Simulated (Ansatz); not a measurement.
SrTiO3: response to strain

The reference is SrTiO₃ in the cubic perovskite structure (space group Pm-3m, No. 221; a = 3.854 Å). Axes: x, y, z lie along the cube axes.

Strains are applied to the cell and any free atomic positions relax; under biaxial strain the out-of-plane vector relaxes too.

Method: LDA (Ansatz, an electronic-structure program, PAW, no SOC).

```tsv
change	smallest direct gap	band gap	ratio −ε⊥/ε∥
base	2.17 eV	1.85 eV	–
biaxial strain +0.50 %, plane normal [111], relaxed out of plane	2.12 eV	1.81 eV	–
biaxial strain +1.00 %, plane normal [111], relaxed out of plane	2.06 eV	1.77 eV	0.66
biaxial strain +1.50 %, plane normal [111], relaxed out of plane	2.01 eV	1.73 eV	0.65
biaxial strain +2.00 %, plane normal [111], relaxed out of plane	1.96 eV	1.69 eV	0.64
biaxial strain +2.50 %, plane normal [111], relaxed out of plane	1.90 eV	1.64 eV	0.64
```

No phonon test of stability was made. The final runs are not spin-polarised. Many cubic perovskites are stable only at high temperature; tilts and polar distortions were not tested.
